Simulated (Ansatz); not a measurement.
Start from Al in the fcc (Cu type) structure (space group Fm-3m, No. 225; a = 4.0155 Å; relaxed with 0.1 eV smearing). Axes: x, y, z lie along the cube axes.

Structures relaxed with PBEsol (Ansatz, a quantum-chemistry and plane-wave program; PAW; 420 eV plane waves; spin-orbit coupling left out).

Base:

Simulated powder pattern, Cu Kα, λ = 1.54184 Å (kinematic, ideal powder, no thermal factors, no anomalous dispersion; the 10 strongest lines at most, above 2 %, up to 2θ = 90°):

| 2θ (°) | I/Imax (%) | hkl |
|---|---|---|
| 38.85 | 100 | (111) |
| 45.16 | 48 | (200) |
| 65.78 | 31 | (220) |
| 79.10 | 35 | (311) |
| 83.37 | 10 | (222) |

Now apply this change: compressive biaxial strain of 2.08 % in the plane normal to [111], as in epitaxy on a mismatched substrate; the out-of-plane cell vector and the atoms relax.

After the change:

Simulated powder pattern, Cu Kα, λ = 1.54184 Å (kinematic, ideal powder, no thermal factors, no anomalous dispersion; the 10 strongest lines at most, above 2 %, up to 2θ = 90°):

```json
[
 {"2θ (°)": "38.07", "I/Imax (%)": "37", "hkl": "(111)"},
 {"2θ (°)": "39.53", "I/Imax (%)": "100", "hkl": "(1 1 -1)"},
 {"2θ (°)": "45.54", "I/Imax (%)": "66", "hkl": "(200)"},
 {"2θ (°)": "65.37", "I/Imax (%)": "22", "hkl": "(220)"},
 {"2θ (°)": "67.36", "I/Imax (%)": "20", "hkl": "(2 0 -2)"},
 {"2θ (°)": "78.23", "I/Imax (%)": "13", "hkl": "(311)"},
 {"2θ (°)": "80.08", "I/Imax (%)": "24", "hkl": "(3 1 -1)"},
 {"2θ (°)": "81.01", "I/Imax (%)": "12", "hkl": "(1 1 -3)"},
 {"2θ (°)": "81.43", "I/Imax (%)": "3.8", "hkl": "(222)"},
 {"2θ (°)": "85.10", "I/Imax (%)": "10", "hkl": "(2 2 -2)"}
]
```

The indices refer to the base's conventional cell; one index is shown for lines that coincide. The space group is now R-3m (No. 166).

No phonon test of stability was made.
